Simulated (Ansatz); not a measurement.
Base system: W in the bcc (W type) structure (space group Im-3m, No. 229; a = 3.169 Å; relaxed with 0.1 eV smearing). Axes: x, y, z lie along the cube axes.

All numbers come from r2SCAN in Ansatz (plane waves to 500 eV, PAW, no SOC).

Strains are applied to the cell and any free atomic positions relax; under biaxial strain the out-of-plane vector relaxes too.

One change was made to it. Results:

The pressure goes from zero to -26.8 GPa; the energy increases by 160 meV/atom; the band gap stays zero.

### Question
Which change produced these results?
A) biaxial strain +0.31 %, plane normal [110], relaxed out of plane
B) isotropic strain −3.46 %
C) uniaxial strain ε_xx = −0.73 %
D) isotropic strain +3.54 %

### Answer
D, isotropic strain +3.54 %. For comparison, the energy relative to the base in the other runs: biaxial strain +0.31 %, plane normal [110], relaxed out of plane gives +0.5 meV/atom; uniaxial strain ε_xx = −0.73 % gives +1.5 meV/atom; isotropic strain −3.46 % gives +190 meV/atom.

Stability against distortions was not tested. The final runs are not spin-polarised.

Ansatz is a program for electronic structure.
